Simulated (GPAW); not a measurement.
Band structure of SnO2 (P4_2/mnm, 6 atoms in the cell).

```
SnO2
1.0
    4.87775     0.00000     0.00000
    0.00000     4.87775     0.00000
    0.00000     0.00000     3.28352
Sn O
2 4
Direct
  0.50000   0.50000   0.50000
  0.00000   0.00000   0.00000
  0.19403   0.80597   0.50000
  0.80597   0.19403   0.50000
  0.69403   0.69403   0.00000
  0.30597   0.30597   0.00000
```

Computed with PBE, GPAW PAW datasets PBE (gpaw-data 1.0.1) (plane waves; GPAW).

Settings: mode = pw; ecut = 950 eV; xc = PBE; kpts = 7 7 10; mesh shift (steps) = 0 0 0; occupations.name = fermi-dirac; occupations.width = 0 eV; nbands = -8; convergence.density = 1e-05 e/electron; convergence.energy = 1e-05 eV/electron; convergence.bands = -6; symmetry.symmorphic = false; symmetry.tolerance = 0.0005; maxiter = 100.

The starting cell comes from a database of computed structures (which also holds hypothetical and non-ambient phases and stackings), without a prior relaxation at this level. Its lattice was rescaled by a random factor within 2.5 % of one.

Q: Predict the gap along the standard path and the places of the band edges.

A: The gap along the path is 0.32 eV, direct at Γ to within 0.01 eV.

Levels in eV from the top of the valence band on the SCF mesh, bands 23 to 30:
```csv
point,23,24,25,26,27,28,29,30
Γ,-1.26,-0.71,-0.71,0.00,0.32,5.39,5.86,5.86
X,-1.21,-1.21,-0.58,-0.58,3.56,3.56,6.61,6.61
M,-1.33,-1.33,-0.81,-0.81,3.94,3.94,6.91,6.91
Z,-1.44,-1.44,-1.13,-1.13,5.21,5.21,9.12,9.12
R,-0.96,-0.96,-0.76,-0.76,5.46,5.46,7.35,7.35
A,-0.87,-0.87,-0.74,-0.74,4.01,4.01,8.47,8.47
```
